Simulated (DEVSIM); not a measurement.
Device: illuminated GaAs p-on-n cell, one wavelength, at 300 K.

```tsv
layer (left to right)	material	thickness (μm)	Nd (cm⁻³)	Na (cm⁻³)	τn (s)	τp (s)	absorption coefficient (cm⁻¹)
1	GaAs	0.0760	-	1.1e18	4.5e-11	6.1e-10	5000
2	GaAs	3.80	1e15	-	1.8e-9	1.8e-9	5000
```

Left contact: ohmic, minority electron recombination velocity 2e5 cm/s. Right contact: ohmic, minority hole recombination velocity 10000 cm/s. Voltage is applied to the left contact. Recombination: SRH at mid-gap, radiative. Light enters at the left, 7.9e17 photons cm⁻² s⁻¹, one pass, no reflection. Mobility is constant in doping.

This is a model device: material constants are rounded textbook-type values typed into the input, and sizes, dopings and lifetimes were drawn at random. Values at 300 K.

```tsv
parameter	GaAs
gap (eV)	1.424
affinity (eV)	4.07
permittivity	12.9
Nc (cm⁻³)	4.7e17
Nv (cm⁻³)	9e18
μn (cm²/Vs)	8500
μp (cm²/Vs)	400
B (cm³/s)	2e-10
```

DEVSIM, 1D drift-diffusion, Boltzmann statistics, complete ionisation; no tunnelling, impact ionisation, image-force lowering or self-heating.

Task: Tabulate band edges, carrier densities and field at -2.0 V on the left contact, in the dark.

Result: Energies count from the Fermi level of the right contact; mesh points crowd at the junctions.

```
x (μm)   Ec (eV)  Ev (eV)  n (cm⁻³)  p (cm⁻³)  field (V/cm)
-------  -------  -------  --------  --------  ------------
0.000      3.370    1.946     < 1e2    1.1e18           ≈ 0
0.01299    3.370    1.946     < 1e2    1.1e18           ≈ 0
0.02838    3.370    1.946     < 1e2    1.1e18           ≈ 0
0.04681    3.370    1.946     < 1e2    1.1e18           -75
0.06694    3.366    1.942     < 1e2    9.4e17         -9500
0.07913    3.323    1.899     < 1e2    1.8e17        -47000
0.09619    3.261    1.837     < 1e2    1.7e16        -31000
0.1365     3.142    1.718     < 1e2    1.7e14        -29000
0.1949     2.976    1.552     < 1e2    2.7e11        -28000
0.2839     2.733    1.309     < 1e2     2.2e7        -27000
0.4284     2.361    0.937     < 1e2      6000        -25000
0.7694     1.600    0.176       180      4800        -20000
1.216      0.850   -0.574      3000      2000        -14000
1.940      0.228   -1.196    6.9e13     < 1e2         -3600
2.890      0.159   -1.265    1.0e15     < 1e2           ≈ 0
3.278      0.159   -1.265    1.0e15     < 1e2           ≈ 0
3.516      0.159   -1.265    1.0e15     < 1e2           ≈ 0
3.664      0.159   -1.265    1.0e15     < 1e2           ≈ 0
3.776      0.159   -1.265    1.0e15     < 1e2           ≈ 0
3.827      0.159   -1.265    1.0e15     < 1e2           ≈ 0
3.855      0.159   -1.265    1.0e15     < 1e2           ≈ 0
3.876      0.159   -1.265    1.0e15     < 1e2           ≈ 0
```
